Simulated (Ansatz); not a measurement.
O interstitial started at a bond centre + Si interstitial in silicon

Calculation: PBE, PAW (plane waves to 420 eV; Ansatz, a quantum-chemistry and plane-wave program). The supercell holds 64 host sites (2×2×2 repeats of the unit cell), with a 2×2×2 shifted k-point sampling for the final energies. Sites at the start: bond centre of Si and Si, 2.37 Å; void 2.43 Å away. Finite-size correction: monopole term and site-potential alignment. Dielectric constants: PBE linear response of the host. Host gap at this level: 0.61 eV. These values are not converged in cell size to better than tenths of an eV. The semilocal functional narrows the gap, so deep levels can fall outside it. Spin–orbit coupling is left out. Each state is the lowest found from its start.

Formation energies E_f are given with the Fermi level at the valence-band maximum. Chemical conditions: impurity bounded by its compound with the host (Δμ(Si) = 0.00 eV, Δμ(O) = -4.17 eV, bounded by alpha cristobalite; only phases computed here count, gases as isolated molecules at 0 K). Reference phases: O: O2 molecule in a box, Si: silicon.

```
charge         moment (μB)  point group  largest move off a lattice site (Å)  image correction with alignment (eV)  E_f, impurity bounded by its compound with the host (eV)
------  ------------------  -----------  -----------------------------------  ------------------------------------  --------------------------------------------------------
+2      not spin-polarised           Cs                                 0.44                                  0.90                                                      4.51
+1†               quenched            –                                 0.42                                  0.34                                                         –
0†      not spin-polarised            –                                 0.44                                  0.00                                                      5.15
```

† Not settled in this cell, so no level is given: charge +1: a level filled in part, carriers not clearly localised; charge 0: carriers not clearly localised.

Point groups are those of the whole cell at tolerances of 0.03 and 0.1 Å ("near" where only the looser one holds); none is given for unsettled states.

Starting moments that weren't kept: charge +1 began with 1 μB and ended with 0.0.

Flagged in the runs: a strain field that reaches the edge of the cell.
